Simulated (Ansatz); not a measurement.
## Equilibrium lattice constant a of PtGa₂ (model structure, started from the C15 type, Fd-3m, No. 227, 6 atoms in the cell) at several levels of theory

No measured value is used here.

```csv
level (code),value (Å)
LDA (Ansatz),7.126
PBE (Ansatz),7.329
PBEsol (Ansatz),7.195
r²SCAN (Ansatz),7.217
```

The crystal itself was run without spin with LDA, PBE, PBEsol, r²SCAN; a magnetic state was not tried in these runs. Density-functional levels without +SOC have no spin–orbit coupling. Cutoffs differ between the levels. Ansatz's density-functional and Hartree–Fock values are scalar-relativistic unless marked +SOC, with PAW data made under PBE.

A model structure was made by putting elements into a prototype or built by hand; it is no filed structure, need not be a known phase, and can be a saddle point held by its symmetry.

Ansatz is a first-principles code.
